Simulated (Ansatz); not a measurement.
Consider Sc in the hcp (Mg type) structure (space group P6_3/mmc, No. 194; a = 3.3194 Å, c = 5.1664 Å).

Computed with Kohn–Sham DFT with the PBE functional, run in Ansatz (a program for electronic structure) with PAW and 420 eV plane waves, no spin-orbit coupling.

One change was made to it. Results:

```json
[
 {"quantity": "volume per atom", "base": "24.65 Å³", "after": "23.77 Å³"},
 {"quantity": "c/a ratio", "base": "1.556", "after": "1.554"}
]
```

Q: Which change produced these results?
(A) pressure 15 GPa
(B) pressure 22.5 GPa
(C) pressure −2 GPa
(D) pressure 2.1 GPa
(E) pressure 30 GPa

A: D, pressure 2.1 GPa. For comparison, the volume per atom in the other runs: pressure −2 GPa gives 25.64 Å³; pressure 30 GPa gives 17.72 Å³; pressure 22.5 GPa gives 18.83 Å³; pressure 15 GPa gives 20.18 Å³.

Load acts through the strain it causes; cell and atoms are relaxed under it. Whether these cells are dynamically stable was not tested. No other phases were tried under pressure. All final runs are without spin polarisation.
